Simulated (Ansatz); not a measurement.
For Ca(OH)2 (P-3m1, No. 164), LDA (Ansatz, a quantum-chemistry and plane-wave program, PAW) gives:

| Property | Value |
|---|---|
| equilibrium lattice constant a | 3.498 Å |
| c axis length | 4.618 Å |
| cohesive energy | 5.11 eV/atom |

Q: What does PBE0 (Ansatz, PAW) give for the same quantities?

A: 
- lattice constant a: 3.597 Å (rises by 2.8 %)
- lattice parameter c: 4.974 Å (increases by 7.7 %)
- cohesive energy: 4.30 eV/atom (shrinks by 0.81 eV/atom)

Changes are worked out from the printed values.

Unless a cell is named, each level is at its own relaxed cell (LDA 9.79, PBE0 11.15 Å³/atom).

Caveats: the relaxation could not lower the start's symmetry, so the cell can be a saddle point above a distorted one (LDA, PBE0). Ansatz's density-functional and Hartree–Fock values are scalar-relativistic unless marked +SOC, with PAW data made under PBE.
